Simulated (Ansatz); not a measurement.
Defect: Mg vacancy in rock-salt MgO, charge state -2. The step: one Mg atom jumps into the vacancy from a nearby Mg site; the atom moves 2.84 Å along (0.00, -0.47, -0.47) of the unit cell; the moving atom starts with neighbours 2 O at 2.08, 2 O at 2.13, 2 O at 2.19 Å and ends with 2 O at 2.08, 2 O at 2.13, 2 O at 2.19 Å. DFT values are from Ansatz (plane-wave PAW, 420 eV unless said) in a cell of 64 host sites, spin-restricted, static, with no finite-size correction. The charge state is imposed; whether it is stable for some Fermi level was not computed. Forms of the defect that were not tried may lie lower. For the PBE band: the saddle point's order was not checked, and it lies on a symmetry element of the cell, where a band can be held.

```csv
Level,Forward barrier (eV),Cost of the band or of the saddle's single point
"CHGNet universal potential (has no charge state), its own band",1.85,-
"PBE, the Γ point alone, band relaxed",2.00,roughly 3 core-minutes
"PBE, a 2×2×2 k-point mesh shifted by half a step, same geometries",2.00,very roughly 60 core-seconds
"r2SCAN at 500 eV, the Γ point alone, same geometries",[?],very roughly 22 core-seconds
```

Task: Some entries are withheld; supply them.

Result: 
- r2SCAN at 500 eV, the Γ point alone, same geometries, Forward barrier (eV): 2.05

Ansatz is a quantum-chemistry and plane-wave program.
